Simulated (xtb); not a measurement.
xtb 6.7.1, GFN1-xTB: CSc1cc2cc3sc(-c4ccc(-c5cc6c(s5)-c5sc([Si](C)(C)C)cc5C6(C)C)[se]4)cc3cc2s1, 62 atoms. The geometry is a generated start, not checked to be a minimum at this level.

```
Property                   Value
-----------------  -------------
run flags                 --grad
method                  GFN1-xTB
--acc                1 (default)
--etemp (K)        300 (default)
basis functions              238
valence electrons            182
```

One run each on 1 thread. Values of broydamp tried: 0.02, 0.05, 0.1, 0.2, 0.4 (default), 0.6, 0.8, 1.

Task: Which value of broydamp needs the fewest SCC iterations, and what happens away from it?

Result: Fewest SCC iterations, within one of each other: 0.2 with 12, 0.4 (default) with 12, 0.6 with 13. The count rises to 19 at 0.02. All converge to one solution.

```json
[
 {"broydamp": "0.02", "SCC iterations": "19", "end": "same solution"},
 {"broydamp": "0.05", "SCC iterations": "17", "end": "same solution"},
 {"broydamp": "0.1", "SCC iterations": "15", "end": "same solution"},
 {"broydamp": "0.2", "SCC iterations": "12", "end": "same solution"},
 {"broydamp": "0.4 (default)", "SCC iterations": "12", "end": "same solution"},
 {"broydamp": "0.6", "SCC iterations": "13", "end": "same solution"},
 {"broydamp": "0.8", "SCC iterations": "14", "end": "same solution"},
 {"broydamp": "1", "SCC iterations": "17", "end": "same solution"}
]
```
